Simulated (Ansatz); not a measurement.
Start from ZnSe in the zinc blende structure (space group F-43m, No. 216).

```
ZnSe
1.0
    0.00000     2.81667     2.81667
    2.81667     0.00000     2.81667
    2.81667     2.81667     0.00000
Zn Se
1 1
Direct
  0.00000   0.00000   0.00000
  0.25000   0.25000   0.25000
```

The values are results of PBEsol/PAW in Ansatz (a program for electronic structure), no SOC, not measurements.

For the base:

* **Hole mass**: 0.096, 0.58, 0.58 mₑ (at Γ)
* **Band gap**: 1.24 eV

Perturbation: a hydrostatic pressure of 15 GPa.

Q: Estimate the effect on the hole mass.

A: The hole mass (degenerate bands, along [100]) becomes 0.13, 0.46, 0.46 mₑ (at Γ) (base: 0.096, 0.58, 0.58 mₑ (at Γ)).

Q: What does the calculation give for the band gap after the change?

A: The band gap rises by 0.67 eV, from 1.24 eV to 1.91 eV.

Load acts through the strain it causes; cell and atoms are relaxed under it. Masses are band curvatures over ±0.01 Å⁻¹ around the edge. No phonon test of stability was made. Measured, ZnSe leaves this structure (for rock salt) near 13 GPa (temperature not stated; as listed in M. Köfferlein et al., Hyperfine Interactions (1994)).
